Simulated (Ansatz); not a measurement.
The starting structures come from a database of crystals and need not be the phases stable at ambient conditions.

By PBEsol, the system below comes out a metal.

A figure of merit of an interconnect metal is its ballistic conductance per area.

```
NiTi
1.0
    4.22577     0.00000     0.00000
   -2.11288     3.65962     0.00000
    2.11288     1.21987     1.72516
Ti Ni
1 1
Direct
  0.00000   0.50000   0.50000
  0.00000   0.00000   0.00000
```

The cell is taken as given; by PBEsol it stands under a pressure of -3.0 GPa.

The current flows along the normal of the first two printed cell vectors, the (111) plane of the conventional cell. No spin-orbit coupling; the value is a mean over 0.1 eV about the Fermi level.

Problem. Compute, with PBEsol run with Ansatz (an electronic-structure program), the ballistic conductance per area.

Solution. 1.5 × 10¹⁵ S/m² for both spins.
